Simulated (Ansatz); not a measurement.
Band structure of MgS (F-43m, 2 atoms in the cell).

```
CELL_PARAMETERS angstrom
      0.00000     2.83312     2.83312
      2.83312     0.00000     2.83312
      2.83312     2.83312     0.00000
ATOMIC_POSITIONS crystal
  Mg 0.00000 0.00000 0.00000
  S  0.75000 0.75000 0.75000
```

Method of the run: PBEsol, PAW files made with PBE (plane waves; Ansatz, a quantum-chemistry and plane-wave program).

Settings: kpoints.mp_grid.grid = 10 10 10; hamiltonian.xc = pbesol; hamiltonian.pseudopotentials = {kind: paw} (an earlier, softer set of the program's PAW files); scf.occupations.method = fixed; kpoints.band_path.npoints = 8.

The starting cell comes from a database of computed structures (which also holds hypothetical and non-ambient phases and stackings), without a prior relaxation at this level.

Predict the gap along the standard path and the places of the band edges.

The gap along the path is 3.28 eV, direct at Γ to within 0.01 eV.

Levels in eV from the top of the valence band on the path, bands 5 to 11:
```csv
point,5,6,7,8,9,10,11
Γ,-11.26,0.00,0.00,0.00,3.28,7.84,7.84
X,-10.34,-2.84,-1.04,-1.04,3.71,5.53,11.00
W,-10.33,-2.31,-1.86,-1.35,5.38,7.84,8.03
K,-10.36,-2.51,-1.90,-0.82,4.67,6.86,9.44
L,-10.57,-3.17,-0.33,-0.33,4.98,7.51,7.51
U,-10.36,-2.51,-1.90,-0.82,4.67,6.86,9.44
```

Keys are those of Ansatz 0.2.
